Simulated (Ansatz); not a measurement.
Hypothetical P6_422 BN, carrier doping

Start from BN (space group P6_422, No. 181; a = 2.595 Å, c = 5.797 Å; a hypothetical phase, not in the database extracts checked).

Carriers are added at fixed cell with a uniform background; the Fermi–Dirac width is that of 300 K.

All numbers come from Ansatz (a first-principles code), PBEsol, PAW, cutoff 420 eV, without spin-orbit coupling.

Notes on the quantities. Fermi level from band edge: Fermi level relative to the doped band's edge (positive inside the band; to 0.05 eV).

```tsv
variant	Fermi level from band edge	gap between the host's bands
undoped	–	3.60 eV
electrons 2.0×10^21 cm⁻³	+0.40 eV	3.59 eV
electrons 3.0×10^21 cm⁻³	+0.55 eV	3.59 eV
electrons 7.0×10^21 cm⁻³	+0.80 eV	3.57 eV
electrons 2.0×10^22 cm⁻³	+1.35 eV	___
holes 2.0×10^21 cm⁻³	+0.50 eV	___
holes 3.0×10^21 cm⁻³	+0.65 eV	3.65 eV
holes 7.0×10^21 cm⁻³	+0.95 eV	3.70 eV
holes 2.0×10^22 cm⁻³	+1.30 eV	3.86 eV
```

**Question.** Complete the table.

**Answer.** 
- electrons 2.0×10^22 cm⁻³, gap between the host's bands: 3.52 eV
- holes 2.0×10^21 cm⁻³, gap between the host's bands: 3.63 eV

Carriers are added with a uniform compensating background; total energy and stress of such cells depend on the potential's zero and are not compared; many-body gap narrowing is missing at this level. No phonon test of stability was made. The base started in P3_121 and relaxed to P6_422 at this level.
